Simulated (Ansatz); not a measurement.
Worked example: relaxation of cell and atoms of CaNi5 (P6/mmm, 6 atoms in the cell) in Ansatz (a first-principles code).

Method of the run: PBEsol, default PAW files made with PBE (plane waves; Ansatz).

```xyz
6
Lattice="4.8749 0.0000 0.0000 -2.4375 4.2218 0.0000 0.0000 0.0000 3.8951" Properties=species:S:1:pos:R:3 pbc="T T T"
Ca     0.0000     0.0000     0.0000
Ni     2.4375     0.0000     1.9475
Ni     1.2187     2.1109     1.9475
Ni    -1.2187     2.1109     1.9475
Ni     0.0000     2.8145     0.0000
Ni     2.4375     1.4073     0.0000
```
Moments meant for the start (each program seeds them in its own way; μB, in the order of the atoms Ca Ni Ni Ni Ni Ni): 0.0 2.0 2.0 2.0 2.0 2.0.

Reference input (self-consistent single point, DFT, PBEsol, plane waves, default PAW files made with PBE): basis.ecutwfc = 420 eV; kpoints.mp_grid.grid = 5 5 6; hamiltonian.xc = pbesol; hamiltonian.pseudopotentials = {kind: paw} (the program's default PAW files); magnetization.spin_polarized = true; scf.occupations.method = fermi_dirac; scf.occupations.width = 0.1 eV. This run's input differs from it in these lines:

```diff
@@ -24,2 +24,4 @@
   occupations: { method: fermi_dirac, width: 0.1 eV }
+relax:
+  cell: {}
 output:
```

Output, abridged:

```
   [... SCF lines of the steps left out ...]
relax step   1: F+E_penalty+E_count = -30819.22016385 eV  Δ(F+E_penalty+E_count) = +0.000e0 eV  max|allowed force component| = 9.637e-19 eV/Å  Δτ_max = 0.0000 Å  P = -2.178 GPa  Ω = 80.165 Å³  (20 SCF iters, dr2 threshold 1.00e-7 eV, accepted)
relax step   2: F+E_penalty+E_count = -30819.22753393 eV  Δ(F+E_penalty+E_count) = -7.370e-3 eV  max|allowed force component| = 9.252e-18 eV/Å  Δτ_max = 0.0000 Å  P = -0.934 GPa  Ω = 79.417 Å³  energy of the carried Pulay correction = +1.636e-4 eV  [...]
   [... lines left out ...]
relax step   4: F+E_penalty+E_count = -30819.22928245 eV  Δ(F+E_penalty+E_count) = -1.055e-5 eV  max|allowed force component| = 8.866e-18 eV/Å  Δτ_max = 0.0000 Å  P = +0.009 GPa  Ω = 78.892 Å³  energy of the carried Pulay correction = +2.823e-4 eV  [...]
relax step   5: F+E_penalty+E_count = -30819.22899137 eV  Δ(F+E_penalty+E_count) = +2.911e-4 eV  max|allowed force component| = 1.118e-17 eV/Å  Δτ_max = 0.0000 Å  P = +0.013 GPa  Ω = 78.892 Å³  stress off target by 2.34e-2 GPa  SCF on the basis [...]
basis re-selected at this cell: Δ(F+E_penalty+E_count) = +2.911e-4 eV, ΔP = +0.005 GPa vs the last step
the relaxation is at rest under the 24 symmetry operations that the run kept from its start: a minimum is not shown …
the relaxation's final electronic state is not compared with the one that a single-point calculation of its input finds at the relaxed geometry …
Magnetization: 1.6019 μB (50.8010 up, 49.1990 down)
   [... lines left out ...]
Absolute magnetization: 1.9022 μB (∫|ρ↑−ρ↓|, with the PAW one-centre terms)
Free energy (F): -30819.228991 eV
Fermi energy:    14.844631 eV
  cell:  # Å, volume = 78.8921 Å³
   [... lines left out ...]
    - { symbol: Ni, position: [0.5, -9.60284318523015e-36, 0.5] }
    - { symbol: Ni, position: [0.5, 0.49999999999999994, 0.5] }
    - { symbol: Ni, position: [-2.7755575615628914e-17, 0.49999999999999994, 0.5] }
    - { symbol: Ni, position: [0.33333333333333326, 0.6666666666666665, 0.0] }
    - { symbol: Ni, position: [0.6666666666666666, 0.33333333333333326, 0.0] }
```

The run converged. 

Summary of the result:
- Free energy E − TS (on the zero of these files) = -30819.2290 eV
- Fermi level (on the code's own zero) = 14.84 eV
- Pressure = 0.01 GPa
- Size of the cell's spin moment = 1.60 μB
- Final cell = a = 4.851 Å, b = 4.851 Å, c = 3.872 Å, α = 90.00°, β = 90.00°, γ = 120.00°
- Final volume per atom = 13.15 Å³
- Relaxation steps = 5

The starting cell comes from a database of computed structures (which also holds hypothetical and non-ambient phases and stackings), without a prior relaxation at this level. The moments shrank to a small part of their start, a low-spin state that need not be the lowest. The relaxation keeps the symmetry of its start, so its end need not be a minimum. Ansatz's pressure includes its estimate of the finite-basis (Pulay) stress.

Cost on one core of a shared machine: roughly 2 min.

Keys are those of Ansatz 0.2.
